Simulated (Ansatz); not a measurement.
C vacancy + O interstitial in diamond (start: the C site; off centre in the vacancy; 64-site cell, 2×2×2 shifted sampling). Method: PBE, PAW (plane waves to 420 eV; Ansatz, a quantum-chemistry and plane-wave program). Total energies of the localised charge states, counted from that of charge +1, and their image corrections (point charge with alignment); the host's valence-band maximum lies at 13.244 eV on the cells' energy zero and its gap is 4.13 eV.

```tsv
charge	moment (μB)	E − E(first) (eV)	correction (eV)
+1	1.0	0.000	0.387
0	0 in all, 0.29 on one atom	15.183	0.000
−1	1.0	31.201	0.421
```

### Question
Derive the transition levels above the valence-band maximum and say which of them are thermodynamic.

### Answer
A level is the Fermi energy at which two charges have equal formation energy: ε(q/q′) = [E(q′) + corr(q′) − E(q) − corr(q)] / (q − q′) − E_VBM.
ε(+1/0) = [(15.183 + 0.000) − (0.000 + 0.387)] / 1 − 13.244 = 1.55 eV
ε(0/−1) = [(31.201 + 0.421) − (15.183 + 0.000)] / 1 − 13.244 = 3.20 eV
Thermodynamic levels at least 0.1 eV inside the gap: (+1/0) at 1.55 eV; (0/−1) at 3.20 eV. They hold to tenths of an eV in this cell. Only the charges listed were compared. The geometries come from one start.
